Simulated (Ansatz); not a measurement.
Defect migration in wurtzite CdSe: interstitial Cd, charge state +2. Method: PBE, PAW (plane waves to 420 eV; Ansatz, a program for electronic structure).

Cell of 72 host sites held at the relaxed PBE lattice; one k-point at (0.125, 0.250, 0.250); Fermi-Dirac width 0.01 eV, spin-restricted; finite-size errors left in. No zero-point or tunnelling terms. The charge state is imposed; whether it is stable for some Fermi level was not computed. Sites that were not tried may lie lower.

Barriers: single points on a 2×2×2 k-point mesh shifted by half a step along c at the bands' geometries.

The step: a concerted move, in which Cd travels most; the atom moves 1.64 Å along (-0.02, 0.02, -0.23) of the unit cell; the moving atom starts with neighbours Cd at 3.10; Se at 2.58, Se at 2.71, Se at 2.72, Se at 2.80 Å and ends with Cd at 2.94, Cd at 3.29; Se at 2.58, Se at 2.70, Se at 2.79, Se at 2.80 Å.

Problem. What migration barrier of this step does PBE, PAW give?

Solution. 0.18 eV forward and 0.068 eV backward. At the saddle the moving atom has neighbours Cd at 3.18; Se at 2.55, 2 Se at 2.68, Se at 3.14 Å. The saddle point's order was not checked.
